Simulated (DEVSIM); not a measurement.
Structure: abrupt Ge n-p junction, at 400 K.

```
layer (left to right)  material  thickness (μm)  Nd (cm⁻³)  Na (cm⁻³)  τn (s)  τp (s)
---------------------  --------  --------------  ---------  ---------  ------  ------
1                            Ge            8.10     5.4e16          -  5.3e-5  5.3e-5
2                            Ge            3.00          -     6.2e16  5.3e-5  5.3e-5
```

Left contact: ohmic. Right contact: ohmic. Voltage is applied to the left contact. Recombination: SRH at mid-gap, Auger. Mobility is μmin + (μ − μmin)/(1 + (N/Nref)^α).

This is a model device: material constants are rounded textbook-type values typed into the input, and sizes, dopings and lifetimes were drawn at random. Values at 300 K; Nc and Nv go as T^1.5, mobilities as T to minus their exponent, the gap by Varshni's rule with the affinity fixed.

```
parameter               Ge
----------------  --------
gap (eV)             0.664
affinity (eV)            4
permittivity            16
Nc (cm⁻³)          1.04e19
Nv (cm⁻³)             6e18
μn (cm²/Vs)           3900
μp (cm²/Vs)           1900
μn,min                 150
μp,min                 100
Nref,n              2.6e17
Nref,p                4e17
αn                    0.56
αp                     0.6
T exponent of μn      1.66
T exponent of μp      2.33
Cn (cm⁶/s)           1e-31
Cp (cm⁶/s)           1e-31
Varshni α (eV/K)  0.000477
Varshni β (K)          235
```

DEVSIM, 1D drift-diffusion, Boltzmann statistics, complete ionisation; no tunnelling, impact ionisation, image-force lowering or self-heating.

The thickness of layer 1 was swept, all else fixed.

```json
[
 {"thickness of layer 1 (μm)": "1.6", "dark forward voltage at 100 A/cm² (V)": "0.137"},
 {"thickness of layer 1 (μm)": "2.8", "dark forward voltage at 100 A/cm² (V)": "0.145"},
 {"thickness of layer 1 (μm)": "4.9", "dark forward voltage at 100 A/cm² (V)": "0.152"},
 {"thickness of layer 1 (μm)": "8.1", "dark forward voltage at 100 A/cm² (V)": "0.157"},
 {"thickness of layer 1 (μm)": "14", "dark forward voltage at 100 A/cm² (V)": "?"},
 {"thickness of layer 1 (μm)": "24", "dark forward voltage at 100 A/cm² (V)": "0.172"},
 {"thickness of layer 1 (μm)": "40", "dark forward voltage at 100 A/cm² (V)": "0.183"}
]
```

Question: Some entries are withheld; supply them.

Answer: 
- 14, dark forward voltage at 100 A/cm² (V): 0.164
